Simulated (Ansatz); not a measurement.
Au under a change: Au interstitial (started 1.77 Å from the nearest host atom), symmetric start

Start from a 27-atom supercell of Au in the fcc (Cu type) structure (space group Fm-3m, No. 225; a = 4.0834 Å) at its relaxed geometry.

It is then changed as follows: one Au atom is added in an open site, starting 1.77 Å from the nearest host atom, atoms relaxed at fixed cell.

Computed with PBEsol (Ansatz, a program for electronic structure; PAW; 420 eV plane waves; no SOC). k-mesh 5×5×5 (Γ-centred); smearing 0.05 eV (Fermi–Dirac).

```yaml
pressure: 18.8 GPa (base -0.2 GPa)
largest_displacement_of_a_host_atom_from_its_site_in_the_perfect_cell: 0.56 Å
final_site_of_the_added_atom: 16 Au at 2.33–3.38 Å
```

The cell is small, so the values are those of an ordered compound at a high defect concentration; dilute-limit values will differ. The defect started on the symmetric site and kept its symmetry, so it may sit on a saddle. The defect cell is not spin-polarised.
